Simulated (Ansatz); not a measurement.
The parent structure is MgS in the rock salt structure (space group Fm-3m, No. 225; a = 5.182 Å).

All numbers come from Ansatz (a first-principles code) PBEsol, no spin-orbit coupling.

Now apply this change: every lattice vector is shortened by 1.89 %, atoms relaxed at fixed cell.

Task: Estimate the effect on the mean gap deformation potential ΔEg/Δln V.

Result: The mean gap deformation potential ΔEg/Δln V is -1.9 eV.

The cells carry an imposed strain or load. No phonon test of stability was made.
